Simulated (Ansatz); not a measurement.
We consider NaHF₂ (R-3m, No. 166, 4 atoms in the cell; start COD 1541847), described by G0W0@PBEsol (Ansatz, a first-principles code, hard PAW, contour deformation).

The cell has the measured lattice parameters. Conventional cell: a = 3.4740 Å, b = 3.4740 Å, c = 13.7500 Å, α = 90.00°, β = 90.00°, γ = 120.00°.

One run with a 6×6×6 mesh, response cutoff 100 eV and 200 empty bands, not extrapolated in mesh or basis; no spin–orbit coupling.

Highest filled and lowest empty level by k point (fractions of the reciprocal vectors of the cell (1.737 1.003 4.583) (-1.737 1.003 4.583) (0.000 -2.006 4.583) Å; eV from the valence maximum of each method):

| k | PBEsol filled | PBEsol empty | QP filled | QP empty |
|---|---|---|---|---|
| 0 0 0 | -0.16 | 6.91 | 0.00 | 11.26 |
| 0 0 0.167 | -0.13 | 7.63 | -0.08 | 12.07 |
| 0 0.167 0.167 | -0.18 | 7.72 | -0.16 | 12.18 |
| 0 0.167 -0.5 | -0.26 | 10.87 | -0.34 | 15.57 |
| 0 -0.5 -0.5 | -0.12 | 11.96 | -0.28 | 16.63 |
| 0.167 -0.5 -0.5 | -0.09 | 10.31 | -0.24 | 14.90 |
| 0.167 -0.5 -0.333 | -0.18 | 11.63 | ? | ? |
| 0.333 -0.5 -0.333 | -0.11 | 10.15 | ? | ? |

### Question
Estimate the withheld levels to about 0.1 eV.

### Answer

- 0.167 -0.5 -0.333, QP filled: -0.34
- 0.167 -0.5 -0.333, QP empty: 16.21
- 0.333 -0.5 -0.333, QP filled: -0.26
- 0.333 -0.5 -0.333, QP empty: 14.64

Note: the file's cell can be that of a phase stable at another temperature; cell and atoms aren't relaxed at this level.
